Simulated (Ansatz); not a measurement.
## Functionals side by side, with their cost (level): ZnS (P6_3mc, 16 atoms in the cell)

Cell: a = 3.7257 Å, b = 3.7257 Å, c = 24.3508 Å, α = 90.00°, β = 90.00°, γ = 120.00°.

Program: Ansatz (a program for electronic structure), PAW files made with PBE; each row names its functional.

Base settings: basis.ecutwfc = 420 eV; kpoints.mp_grid.grid = 3 3 1; hamiltonian.xc = hse06; hamiltonian.pseudopotentials = {kind: paw} (the program's default PAW files); scf.occupations.method = fixed.

Differences are taken from HSE06, a reference of convenience: it is no measurement, and no ranking of the functionals follows.

Core times come from one kind of shared machine and are given to one figure; runs under 30 s give none.

The starting cell comes from a database of computed structures (which also holds hypothetical and non-ambient phases and stackings), without a prior relaxation at this level. Its lattice was rescaled by a random factor within 2.5 % of one. In the base run, with a pressure of about 9 GPa the cell is away from its equilibrium volume at this level. Ansatz's pressure includes its estimate of the finite-basis (Pulay) stress.

```csv
level,gap on the mesh less reference (eV),pressure less reference (GPa),core time / reference (rough)
PBE,-1.292,0.54,–
PBE0,0.685,-0.23,1.0
HSE06,0.000,0.00,1
```

PBE ran in under 30 s, against roughly 100 s for HSE06.

Keys are those of Ansatz 0.2.
